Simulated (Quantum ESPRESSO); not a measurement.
Worked example: self-consistent single point of ZrB₂ (P6/mmm, 3 atoms in the cell) in Quantum ESPRESSO.

Computed with PBE, SSSP 1.1.2 efficiency (PBE) pseudopotentials (plane waves; Quantum ESPRESSO).

```yaml
crystal:
  lattice:
    - [3.18653, 0.00000, 0.00000]
    - [-1.59326, 2.75961, 0.00000]
    - [0.00000, 0.00000, 3.57370]
  atoms:
    - { symbol: Zr, position: [0.00000, 0.00000, 0.00000] }
    - { symbol: B, position: [0.33333, 0.66667, 0.50000] }
    - { symbol: B, position: [0.66667, 0.33333, 0.50000] }
```

Reference input (self-consistent single point, DFT, PBE, plane waves, SSSP 1.1.2 efficiency (PBE) pseudopotentials): ecutwfc = 40 Ry; ecutrho = 320 Ry; occupations = smearing; smearing = fermi-dirac; degauss = 0.0073499 Ry; potentials = {Zr: Zr_pbe_v1.uspp.F.UPF, B: b_pbe_v1.4.uspp.F.UPF}; K_POINTS = automatic 16 16 12 0 0 0; conv_thr = 1e-11 Ry; mixing_beta = 0.5. This run's input differs from it in these lines:

```diff
@@ -12,4 +12,4 @@
  ntyp = 2,
- ecutwfc = 40,
- ecutrho = 320,
+ ecutwfc = 32,
+ ecutrho = 256,
  occupations = 'smearing',
```

Log, with long lists cut:

```
     Self-consistent Calculation

     iteration #  1     ecut=    32.00 Ry     beta= 0.50

     negative rho (up, down):  6.019E-02 0.000E+00

     total energy              =    -112.07991254 Ry
     estimated scf accuracy    <       0.25725423 Ry

     iteration #  2     ecut=    32.00 Ry     beta= 0.50

     negative rho (up, down):  6.087E-02 0.000E+00

     total energy              =    -112.15518012 Ry
     estimated scf accuracy    <       0.04042036 Ry

     iteration #  3     ecut=    32.00 Ry     beta= 0.50

     negative rho (up, down):  6.147E-02 0.000E+00

     total energy              =    -112.16276327 Ry
     estimated scf accuracy    <       0.00077662 Ry

   [... 6 blocks of this kind left out ...]

     iteration # 10     ecut=    32.00 Ry     beta= 0.50

     negative rho (up, down):  6.164E-02 0.000E+00

     total energy              =    -112.16293605 Ry
     estimated scf accuracy    <          4.9E-11 Ry

     iteration # 11     ecut=    32.00 Ry     beta= 0.50

     negative rho (up, down):  6.164E-02 0.000E+00
     End of self-consistent calculation

     Number of k-points >= 100: set verbosity='high' to print the bands.

     the Fermi energy is    15.5423 ev

!    total energy              =    -112.16293605 Ry
     estimated scf accuracy    <          6.5E-13 Ry
     smearing contrib. (-TS)   =      -0.00064811 Ry
     internal energy E=F+TS    =    -112.16228794 Ry

     convergence has been achieved in  11 iterations

     negative rho (up, down):  6.164E-02 0.000E+00

     Forces acting on atoms (cartesian axes, Ry/au):

     atom    1 type  1   force =    -0.00000000    0.00000000    0.00000000
   [... zero for the other atoms too ...]

     Total force =     0.000000     Total SCF correction =     0.000000

     negative rho (up, down):  6.164E-02 0.000E+00
          total   stress  (Ry/bohr**3)                   (kbar)     P=      -49.42
  -0.00031467  -0.00000000   0.00000000          -46.29       -0.00        0.00
  -0.00000000  -0.00031467   0.00000000           -0.00      -46.29        0.00
  -0.00000000  -0.00000000  -0.00037859           -0.00       -0.00      -55.69

   JOB DONE.
```

The run converged in 11 iterations. Against the reference run the free energy rises by 4.6 meV/atom and the pressure goes from -4.39 to -4.94 GPa.

The starting cell comes from a database of computed structures (which also holds hypothetical and non-ambient phases and stackings), without a prior relaxation at this level. Its lattice was rescaled by a random factor within 2.5 % of one.

Cost on one core of a shared machine: roughly 40 s.
